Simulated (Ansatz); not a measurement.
## Sensitivity of a calculation on CuZn (Pm-3m, 2 atoms in the cell) to its settings

```yaml
crystal:
  lattice:
    - [2.90280, 0.00000, 0.00000]
    - [0.00000, 2.90280, 0.00000]
    - [0.00000, 0.00000, 2.90280]
  atoms:
    - { symbol: Zn, position: [0.50000, 0.50000, 0.50000] }
    - { symbol: Cu, position: [0.00000, 0.00000, 0.00000] }
```

Base run A: PBE, PAW files (Ansatz, a first-principles code), self-consistent single point.

Its settings: basis.ecutwfc = 420 eV; kpoints.mp_grid.grid = 11 11 11; hamiltonian.xc = pbe; hamiltonian.pseudopotentials = {kind: paw} (the program's default PAW files); scf.occupations.method = methfessel_paxton; scf.occupations.width = 0.136 eV.

The starting cell has typed, rounded lattice constants, without a prior relaxation at this level. Its lattice was rescaled by a random factor within 2.5 % of one. Spin polarisation is off. In the base run, with a pressure of about 8 GPa the cell is away from its equilibrium volume at this level. Ansatz's pressure includes its estimate of the finite-basis (Pulay) stress.

ΔF is the free energy per atom less that of run A. A dash stands where there is no value to compare (another energy zero or no entropy term, no result, no spin, no clean gap, or a mesh too coarse for one). Absolute energies have different zeros for different potentials, functionals, Hubbard and dispersion terms and are not compared across them.

Run A gave: pressure (GPa) 8.11; k-points 56; valence electrons 31.

Runs:
- B: hamiltonian.dispersion: default → d3bjatm [PBE-D3BJ-ATM]
- C: 2 x 2 x 2 supercell, mesh divided and rounded up; kpoints.mp_grid.grid: 11 11 11 → 6 6 6
- D: parallel starting moments (0 0.25 μB); magnetization.spin_polarized: default → true
- E: scf.occupations.method: methfessel_paxton → gaussian; scf.occupations.width: 0.136 eV → 0.1 eV
- F: scf.mixing.algorithm: default (the program chose MSR1) → broyden; scf.mixing.beta: default → 1
- G: scf.mixing.algorithm: default (the program chose MSR1) → anderson; scf.mixing.ndim: default → 3
- H: scf.mixing.preconditioner: default (the program chose none) → kerker_dos

Q: What does run B change against A?

A: The pressure goes from 8.11 to 2.47 GPa.

```csv
run,ΔF (meV/atom),pressure (GPa),k-points,valence electrons
A,0.00,8.11,56,31
B,–,2.47,56,31
C,5.3,8.46,20,248
D,0.00,8.11,56,31
E,-0.59,8.14,56,31
F,0.00,8.11,56,31
G,0.00,8.11,56,31
H,0.00,8.11,56,31
```

Keys are those of Ansatz 0.2.
